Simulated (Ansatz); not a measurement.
Cu on the (0001) surface of 4H silicon carbide (H on every top atom; a constructed slab, bottom: 1 H on 1 bottom sites), one in a cell of 33 Å², energies for each. Energies are against an atom of fcc Cu, without zero-point or thermal terms; each row is named by its start. No converged result for: 1 more start.

Host crystal: 4H silicon carbide, with a band gap (PBE, scalar-relativistic without spin-orbit coupling).

Computed with PBE (plane waves to 420 eV, PAW; Ansatz, a program for electronic structure).

Set-up: 41 atoms, 10.8 Å thick at the start with caps and adatoms under the adsorbate (thin: gaps and levels are the slab's own); mesh 4x4x1; 0.01 eV smearing; dipole correction on; 20 atoms held, the rest relaxed; each run with such symmetry as its start has; spin-polarised, no spin-orbit, no U, no dispersion correction.

A negative adsorption energy means that the adsorbate is more stable on the surface than in its reference. Starts that drift may end in the same place. Heights count from the host atoms within 0.3 Å of the top one. Moments of ungapped slabs depend on the mesh.

```json
[
 {"starting site": "top H", "E_ads (eV)": "3.23", "height (Å)": "1.73", "nearest host atom (Å)": "H 1.69", "bonded to": "H", "change of the vacuum step (eV)": "0.67", "lateral drift (Å)": "0.0", "moment (μB)": "1.0"},
 {"starting site": "hollow H-H-H over C at depth 7.2 Å", "E_ads (eV)": "3.05", "height (Å)": "0.72", "nearest host atom (Å)": "H 1.85", "bonded to": "3 H", "change of the vacuum step (eV)": "0.33", "lateral drift (Å)": "0.0", "moment (μB)": "0.9"},
 {"starting site": "bridge H-H (span 3.1 Å)", "E_ads (eV)": "3.05", "height (Å)": "0.72", "nearest host atom (Å)": "H 1.84", "bonded to": "3 H", "change of the vacuum step (eV)": "0.33", "lateral drift (Å)": "0.9", "moment (μB)": "0.9"}
]
```
